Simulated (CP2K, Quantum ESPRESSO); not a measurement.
**Pressure against volume in fluorite-structure PbF2 (space group 225) (CP2K, PBE)**

```
PbF2
1.0
    4.12553     0.00000     0.00000
    2.06277     3.57281     0.00000
    2.06277     1.19094     3.36848
Pb F
1 2
Direct
  0.00000   0.00000   0.00000
  0.25000   0.25000   0.25000
  0.75000   0.75000   0.75000
```

Method: PBE, GPW, DZVP-MOLOPT-SR-GTH basis, GTH-PBE potentials (GTH_POTENTIALS) in CP2K. Settings: CUTOFF = 720 Ry; REL_CUTOFF = 50 Ry; SMEAR/METHOD = FERMI_DIRAC; ELECTRONIC_TEMPERATURE = 116.05 K; KPOINTS/SCHEME = MONKHORST-PACK 10 10 10; GAMMA_CENTERED = T; XC_FUNCTIONAL = PBE; Pb/BASIS_SET = DZVP-MOLOPT-SR-GTH-q4; Pb/POTENTIAL = GTH-PBE-q4; F/BASIS_SET = DZVP-MOLOPT-SR-GTH-q7; F/POTENTIAL = GTH-PBE-q7; METHOD = GPW; EPS_DEFAULT = 1e-10; NGRIDS = 5; SCF_GUESS = ATOMIC; EPS_SCF = 1e-07. The cell above is the first row's. The rows scale it uniformly. In all rows fractional positions and the k mesh are held.

```csv
V (Å^3/atom),P (GPa)
16.550,?
16.910,4.90
17.270,3.11
17.630,1.51
17.989,0.09
18.349,-1.19
18.709,-2.33
19.069,-3.34
19.428,-4.25
```

The 8 complete rows are fitted with a cubic, P against V. With u = V - 18.2, the rows have u = -1.2900, -0.9300, -0.5700, -0.2110, 0.1490, 0.5090, 0.8690, 1.2280. Least squares gives P = -0.679 - 3.5058·u + 0.5591·u² - 0.0585·u³. Residuals (row less fit): 0.001, -0.002, -0.002, 0.004, -0.001, -0.004, 0.002, -0.001; standard error 0.003 (degrees of freedom: 4). The fitted pressure is zero at V0 = 18.01, where dP/dV = -3.722, so B0 = -V0·dP/dV = 67.0 GPa.

Problem. Predict the withheld P at V = 16.550 from the fit, and compare with the calculation.

Solution. u = -1.6500, so P = -0.679 - 3.5058 × (-1.6500) + 0.5591 × (-1.6500)² - 0.0585 × (-1.6500)³ = 6.891 GPa. The calculation gives 6.91 GPa, 0.019 GPa above the prediction (0.2 % of the range of P in the table). The row lies outside the fitted rows, so this is an extrapolation. From the scatter of the fitted rows alone, a prediction at this place has a standard error of 0.008 GPa, so the miss is 2.3 times that.

Carrying the step between the two nearest rows on in a straight line would have given 6.69, off by 0.22; series whose last step already gives the withheld value aren't shown. The scan was laid around a cell of about the measured size, scaled by a guess for this functional. This is the high-temperature polymorph. The runs keep the symmetry of the cell, so they don't test it for distortions. A plane-wave scan with the same functional (Quantum ESPRESSO, GBRV) gives V0 = 17.96 Å^3/atom and B0 = 66.7 GPa; a Birch-Murnaghan fit to all rows here lies 0.3 % from it in V0 and 0 % in B0; the two differ in basis, and may differ in potentials and mesh. Values carry the incompleteness of an atom-centred basis. Spin-orbit coupling is off. Cutoffs and mesh are single choices, not tested for convergence of this quantity. Series with a scatter that would blur these digits, or in which a gap closes, are not shown.
